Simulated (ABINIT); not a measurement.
Equation of state of WC-type WC (space group 187): energy against volume (ABINIT, PBEsol)

```
WC
1.0
    2.82551     0.00000     0.00000
   -1.41275     2.44696     0.00000
    0.00000     0.00000     2.75754
W C
1 1
Cartesian
  0.00000   0.00000   0.00000
  0.00000   1.63131   1.37877
```

Method: PBEsol, norm-conserving pseudopotentials (PseudoDojo nc-sr-04 PBEsol standard) (plane waves; ABINIT). Settings: pseudos = [W.upf, C.upf]; ecut = 106 Ry; ixc = -116133; occopt = 3; tsmear = 0.00183747 Ha; ngkpt = 20 20 18; nshiftk = 1; shiftk = 0 0 0; potentials = PseudoDojo nc-sr-04 PBEsol standard; nband = 14; kptopt = 1; nstep = 80; tolvrs = 1e-10. The cell above is the first row's. The rows scale it uniformly. In all rows fractional positions and the k mesh are held. E is the free energy at the stated smearing, counted from the lowest row.

```csv
V (Å^3/atom),E (meV/atom)
9.5327,82.47
9.7399,42.03
9.9472,15.72
10.1544,2.14
10.3616,0.00
10.5689,8.18
10.7761,25.64
10.9833,?
```

Taking the third-order Birch-Murnaghan form, a cubic in V^(-2/3) for E over the 7 complete rows: With u = V^(-2/3) - 0.213, the rows have u = 0.009428, 0.006262, 0.003205, 0.000254, -0.002599, -0.005359, -0.008029. Least squares gives E = 1.511 + 2303.22·u + 663623·u² + 306119·u³. Residuals (row less fit): 0.000, -0.001, 0.000, 0.001, -0.002, 0.001, 0.000; standard error 0.002 (degrees of freedom: 3). Its minimum lies at u = -0.001737, so V0 = (0.211263)^(-3/2) = 10.30. There d²E/du² = 1324000 and d³E/du³ = 1837000, so B0 = (4/9) × 10.30^(-7/3) × 1324000 × 0.160218 = 409 GPa (the last factor turns the table's units into GPa), and B0' = 4 + (2/3) × 0.211263 × (1837000)/1324000 = 4.2. The program's pressures in the fitted runs (not shown) pass through zero at V = 10.30, 0.02 % from this V0.

Task: Estimate the missing E (V = 10.9833); what did the run itself give?

Result: u = -0.010615, so E = 1.511 + 2303.22 × (-0.010615) + 663623 × (-0.010615)² + 306119 × (-0.010615)³ = 51.472 meV/atom. The calculation gives 51.46 meV/atom, 0.012 meV/atom below the prediction (under 0.05 % of the range of E in the table). The row lies outside the fitted rows, so this is an extrapolation.

Carrying the step between the two nearest rows on in a straight line would have given 43.10, off by 8.36; series whose last step already gives the withheld value aren't shown. The scan was laid around a cell of about the measured size, scaled by a guess for this functional; axis ratios and inner coordinates come from that cell. The runs keep the symmetry of the cell, so they don't test it for distortions. Spin polarisation is off. Spin-orbit coupling is off. The shape of the cell and the inner coordinates aren't relaxed, so V0 and B0 belong to this uniform scaling; a relaxed crystal lies no higher in energy and is usually softer. 1 of the planned runs didn't end soundly and are left out. Cutoffs and mesh are single choices, not tested for convergence of this quantity. Series with a scatter that would blur these digits, or in which a gap closes, are not shown. Nor are scans whose minimum lies at an end fitted in this form.
